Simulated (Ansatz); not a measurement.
The parent structure is NaCl in the rock salt structure (space group Fm-3m, No. 225; a = 5.6015 Å). Axes: x, y, z lie along the cube axes.

Calculations: PBEsol, PAW, 420 eV (Ansatz, a program for electronic structure; no SOC).

Base values:

* **Band gap**: 5.01 eV
* **Electron mass**: 0.39 mₑ (at Γ)

It is then changed as follows: biaxial strain −1.00 %, plane normal [001], relaxed out of plane (Cartesian); in-plane vectors clamped, the third vector and the atoms free.

Task: What does the calculation give for the band gap, ratio −ε⊥/ε∥ and electron mass after the change?

Result: The band gap rises by 0.05 eV (5.01 eV → 5.06 eV); the ratio −ε⊥/ε∥ amounts to 0.44; the electron mass stays 0.39 mₑ (at Γ).

Masses are band curvatures over ±0.01 Å⁻¹ around the edge. Whether these cells are dynamically stable was not tested.
